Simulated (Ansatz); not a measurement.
```
CELL_PARAMETERS angstrom
     -0.01796     2.52923     2.52923
      2.51127     0.00000     2.51127
      2.52923     2.52923    -0.01796
ATOMIC_POSITIONS crystal
  Hf 0.00000 0.00000 0.00000
  O  0.25101 0.24899 0.25101
  O  0.74899 0.75101 0.74899
```

No spin polarisation.

The values are results of r2SCAN (Ansatz, a quantum-chemistry and plane-wave program, PAW, no spin-orbit coupling), not measurements. Γ-centred 11×11×11 mesh, Fermi–Dirac width 0.05 eV.

Question: Predict the space group and band gap.

Answer: Space group: Immm (No. 71)
Band gap: 4.30 eV

Spin-orbit coupling, missing from the scalar runs, can matter with Hf. The cells carry an imposed strain or load. Whether these cells are dynamically stable was not tested. The cell was made from HfO₂ in the fluorite structure (space group Fm-3m, No. 225) by this change: tensor shear ε_xz = −0.71 %. This is not the structure that HfO2 has at room temperature and ambient pressure.
